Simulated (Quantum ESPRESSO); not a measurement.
A self-consistent single point of Mg2Sn3O8 (C2/m, 13 atoms in the cell) with Quantum ESPRESSO.

Method of the run: PBEsol, GBRV 1.5 ultrasoft (PBESOL) pseudopotentials (plane waves; Quantum ESPRESSO).

The change in words: lattice scaled by 1.03. Reference geometry:
```yaml
crystal:
  lattice:
    - [5.39879, -3.13375, 0.00000]
    - [5.39879, 3.13375, 0.00000]
    - [-1.88833, 0.00000, 4.92872]
  atoms:
    - { symbol: Mg, position: [0.28575, 0.28575, 0.85496] }
    - { symbol: Mg, position: [0.71425, 0.71425, 0.14504] }
    - { symbol: Sn, position: [0.00000, 0.00000, 0.00000] }
    - { symbol: Sn, position: [0.26381, 0.73619, 0.50000] }
    - { symbol: Sn, position: [0.73619, 0.26381, 0.50000] }
    - { symbol: O, position: [0.60949, 0.60949, 0.41010] }
    - { symbol: O, position: [0.39051, 0.39051, 0.58990] }
    - { symbol: O, position: [0.10985, 0.10985, 0.42627] }
    - { symbol: O, position: [0.89015, 0.89015, 0.57373] }
    - { symbol: O, position: [0.65372, 0.10586, 0.09119] }
    - { symbol: O, position: [0.34628, 0.89414, 0.90881] }
    - { symbol: O, position: [0.89414, 0.34628, 0.90881] }
    - { symbol: O, position: [0.10586, 0.65372, 0.09119] }
```

Reference input (self-consistent single point, DFT, PBEsol, plane waves, GBRV 1.5 ultrasoft (PBESOL) pseudopotentials): ecutwfc = 40 Ry; ecutrho = 200 Ry; occupations = fixed; K_POINTS = automatic 3 3 4 0 0 0; nbnd = 63; conv_thr = 1e-10 Ry. This run's input differs from it in these lines:

```diff
@@ -25,15 +25,15 @@
 ATOMIC_POSITIONS {angstrom}
-Mg    1.4709652880    0.0000000000    4.2138558863
-Mg    7.4382887120    0.0000000000    0.7148611137
+Mg    1.5150942300    0.0000000000    4.3402719818
+Mg    7.6614377700    0.0000000000    0.7363070182
 Sn    0.0000000000    0.0000000000    0.0000000000
-Sn    4.4546270000    1.4803208250    2.4643585000
-Sn    4.4546270000   -1.4803208250    2.4643585000
-O     5.8066145416    0.0000000000    2.0212668417
-O     3.1026394584    0.0000000000    2.9074501583
-O     0.3811774390    0.0000000000    2.1009641956
-O     8.5280765610    0.0000000000    2.8277528044
-O     3.9286164603   -1.7168562750    0.4494497032
-O     4.9806375397    1.7168562750    4.4792672968
-O     4.9806375397   -1.7168562750    4.4792672968
-O     3.9286164603    1.7168562750    0.4494497032
+Sn    4.5882660000    1.5247306859    2.5382895000
+Sn    4.5882660000   -1.5247306859    2.5382895000
+O     5.9808132533    0.0000000000    2.0819050479
+O     3.1957187467    0.0000000000    2.9946739521
+O     0.3926127343    0.0000000000    2.1639933303
+O     8.7839192657    0.0000000000    2.9125856697
+O     4.0464751619   -1.7683622372    0.4629332390
+O     5.1300568381    1.7683622372    4.6136457610
+O     5.1300568381   -1.7683622372    4.6136457610
+O     4.0464751619    1.7683622372    0.4629332390
 K_POINTS {automatic}
@@ -41,5 +41,5 @@
 CELL_PARAMETERS {angstrom}
-   5.3987900000    -3.1337500000     0.0000000000
-   5.3987900000     3.1337500000     0.0000000000
-  -1.8883260000     0.0000000000     4.9287170000
+   5.5607540000    -3.2277630000     0.0000000000
+   5.5607540000     3.2277630000     0.0000000000
+  -1.9449760000     0.0000000000     5.0765790000
```

The program printed (abridged):

```
     Self-consistent Calculation

     iteration #  1     ecut=    40.00 Ry     beta= 0.70

     total energy              =    -984.01900742 Ry
     estimated scf accuracy    <       3.04474965 Ry

     iteration #  2     ecut=    40.00 Ry     beta= 0.70

     total energy              =    -984.72316475 Ry
     estimated scf accuracy    <       3.38214701 Ry

     iteration #  3     ecut=    40.00 Ry     beta= 0.70

     total energy              =    -985.38370736 Ry
     estimated scf accuracy    <       0.03487619 Ry

   [... 8 blocks of this kind left out ...]

     iteration # 12     ecut=    40.00 Ry     beta= 0.70

     total energy              =    -985.39627263 Ry
     estimated scf accuracy    <          4.8E-10 Ry

     iteration # 13     ecut=    40.00 Ry     beta= 0.70
     End of self-consistent calculation

     highest occupied, lowest unoccupied level (ev):     5.8787    7.3023

!    total energy              =    -985.39627263 Ry
     estimated scf accuracy    <          1.4E-11 Ry

     convergence has been achieved in  13 iterations

     Forces acting on atoms (cartesian axes, Ry/au):

     atom    1 type  1   force =     0.00305685    0.00000000    0.00367137
     atom    2 type  1   force =    -0.00305685    0.00000000   -0.00367137
     atom    3 type  2   force =     0.00000000    0.00000000    0.00000000
     atom    4 type  2   force =     0.00000000    0.00249264    0.00000000
     atom    5 type  2   force =     0.00000000   -0.00249264    0.00000000
     atom    6 type  3   force =    -0.03692733    0.00000000    0.00782033
   [... lines left out ...]

     Total force =     0.098668     Total SCF correction =     0.000005

          total   stress  (Ry/bohr**3)                   (kbar)     P=     -149.85
  -0.00096073   0.00000000   0.00008233         -141.33        0.00       12.11
   0.00000000  -0.00108982   0.00000000            0.00     -160.32        0.00
   0.00008233   0.00000000  -0.00100549           12.11        0.00     -147.91

   JOB DONE.
```

The run converged in 13 iterations. Against the reference run the free energy goes up by 76.0 meV/atom, the pressure goes from -4.69 to -14.99 GPa, the largest force goes from 0.273 to 0.970 eV/Å and the gap on the mesh goes from 2.023 to 1.424 eV.

The starting cell comes from a database of computed structures (which also holds hypothetical and non-ambient phases and stackings), without a prior relaxation at this level. For this run, on top of that: lattice scaled by 1.03.

Cost on one core of a shared machine: roughly 3 min.
